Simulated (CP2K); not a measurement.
## A short convergence ladder for NiAl (Pm-3m, 2 atoms in the cell)

```xyz
2
Lattice="2.8813 0.0000 0.0000 0.0000 2.8813 0.0000 0.0000 0.0000 2.8813" Properties=species:S:1:pos:R:3 pbc="T T T"
Al     1.4407     1.4407     1.4407
Ni     0.0000     0.0000     0.0000
```

Base method: CP2K with LDA (Pade form), GPW, DZVP-MOLOPT-SR-GTH basis, GTH-PADE potentials (GTH_POTENTIALS).

Base settings: CUTOFF = 600 Ry; REL_CUTOFF = 40 Ry; SMEAR/METHOD = FERMI_DIRAC; ELECTRONIC_TEMPERATURE = 1160.45 K; KPOINTS/SCHEME = MONKHORST-PACK 5 5 5; XC_FUNCTIONAL = PADE; Al/BASIS_SET = DZVP-MOLOPT-SR-GTH-q3; Al/POTENTIAL = GTH-PADE-q3; Ni/BASIS_SET = DZVP-MOLOPT-SR-GTH-q18; Ni/POTENTIAL = GTH-PADE-q18.

Core times come from one kind of shared machine, to one figure; runs under 30 s give none.

**Zone-centre phonons against the cutoff**

In this ladder: EPS_SCF = 1e-08; EXTRAPOLATION = USE_GUESS; DX = 0.01 bohr.

The mesh stays at the base's, so the ladder's end is converged at best in this setting alone.

Frequencies are those of the unrelaxed cell, without the LO-TO term of polar crystals.

Only quantities that move along the ladder and can be compared are tabulated.

```csv
CUTOFF,highest zone-centre frequency (cm⁻¹),core time / last (rough)
300 Ry,263.7,0.9
420 Ry,270.3,1
600 Ry,273.0,0.9
900 Ry,272.6,1
```

Coarsest CUTOFF that holds the highest zone-centre frequency within 5 cm⁻¹ of the last step, with all finer ones: 420 Ry; the step before is off by 8.9 cm⁻¹.

On the base run: the starting cell has typed, rounded lattice constants, without a prior relaxation at this level. Its lattice was rescaled by up to half a per cent. Spin polarisation is off. Values carry the incompleteness of an atom-centred basis. In the base run, with a pressure of about -10 GPa the cell is away from its equilibrium volume at this level. Without a gap this mesh is coarse (it stands for a supercell whose shortest vector is 14 Å).
